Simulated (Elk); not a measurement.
Elk run on Ti2Sn (P6_3/mmc, 6 atoms in the cell): self-consistent single point.

Method of the run: LDA (PW92), all-electron FP-LAPW, Elk's shipped species files, APW+lo basis with extra local orbitals (Elk).

```yaml
crystal:
  lattice:
    - [4.73535, 0.00000, 0.00000]
    - [-2.36768, 4.10093, 0.00000]
    - [0.00000, 0.00000, 5.61886]
  atoms:
    - { symbol: Ti, position: [0.66667, 0.33333, 0.25000] }
    - { symbol: Ti, position: [0.33333, 0.66667, 0.75000] }
    - { symbol: Ti, position: [0.00000, 0.00000, 0.00000] }
    - { symbol: Ti, position: [0.00000, 0.00000, 0.50000] }
    - { symbol: Sn, position: [0.66667, 0.33333, 0.75000] }
    - { symbol: Sn, position: [0.33333, 0.66667, 0.25000] }
```

Reference input (self-consistent single point, DFT, PBEsol, all-electron FP-LAPW, Elk's shipped species files, APW+lo basis with extra local orbitals): xctype = 22; rgkmax = 7.5; swidth = 0.00367493 Ha; ngridk = 7 7 5; gmaxvr = 16 1/bohr; nxlo = 2; lorbcnd = true; lmaxi = 3; maxscl = 100. This run's input differs from it in these lines:

```diff
@@ -2,5 +2,2 @@
   0
-
-xctype
-  22
```

Output, abridged:

```
│ Self-consistent loop started │
│ Loop number : 1 │
 total energy                :     -15754.9498670
│ Loop number : 2 │
 total energy                :     -15755.2289840
RMS change in Kohn-Sham potential (target) :   0.5579606073E-01 (  0.1000000000E-05)
Absolute change in total energy (target)   :   0.2791170083     (  0.1000000000E-03)
│ Loop number : 3 │
 total energy                :     -15755.4791538
RMS change in Kohn-Sham potential (target) :   0.5599578346E-01 (  0.1000000000E-05)
Absolute change in total energy (target)   :   0.3199490377     (  0.1000000000E-03)
│ Loop number : 4 │
   [... lines left out ...]
Absolute change in total energy (target)   :   0.8957543432E-03 (  0.1000000000E-03)
│ Loop number : 16 │
 total energy                :     -15755.6618919
RMS change in Kohn-Sham potential (target) :   0.3380144872E-06 (  0.1000000000E-05)
Absolute change in total energy (target)   :   0.2550303252E-03 (  0.1000000000E-03)
│ Loop number : 17 │
 total energy                :     -15755.6618928
RMS change in Kohn-Sham potential (target) :   0.3746821170E-07 (  0.1000000000E-05)
Absolute change in total energy (target)   :   0.6279193985E-04 (  0.1000000000E-03)
Convergence targets achieved

│ Loop number : 18 │

Energies :
 Fermi                       :     0.316206865204
 total energy                :     -15755.6618998

Density of states at Fermi energy :    113.2128203
 (states/Hartree/unit cell)

Estimated indirect band gap :   0.4222246402E-02
 from k-point     12 to k-point     12
Estimated direct band gap   :   0.4222246402E-02
 at k-point     12

Charges :
 core                        :    100.0000000
 valence                     :    88.00000000
 interstitial                :    9.573484602
 muffin-tins (core leakage)
  species :    1 (Ti)
   atom    1                 :    20.40514277     (  0.5848530549E-09)
   atom    2                 :    20.40514277     (  0.5848530549E-09)
   atom    3                 :    20.33229585     (  0.6020712817E-09)
   atom    4                 :    20.33229585     (  0.6020712817E-09)
  species :    2 (Sn)
   atom    1                 :    48.47581907     (  0.6982281346E-04)
   atom    2                 :    48.47581907     (  0.6982281346E-04)
 total in muffin-tins        :    178.4265154
 total calculated charge     :    188.0121612
 total charge                :    188.0000000
 error                       :   0.1216122014E-01

│ Self-consistent loop stopped │
```

The run converged in 18 iterations. The count includes the last loop, which Elk runs after its targets are met. 

The starting cell comes from a database of computed structures (which also holds hypothetical and non-ambient phases and stackings), without a prior relaxation at this level. Spin polarisation is off. Values depend on the basis (sphere radii, cutoffs, local orbitals), which need not be converged. The log's line on a gap gives a spacing of levels on this mesh, which the program prints for metals too.

Cost on one core of a shared machine: roughly 2 min.
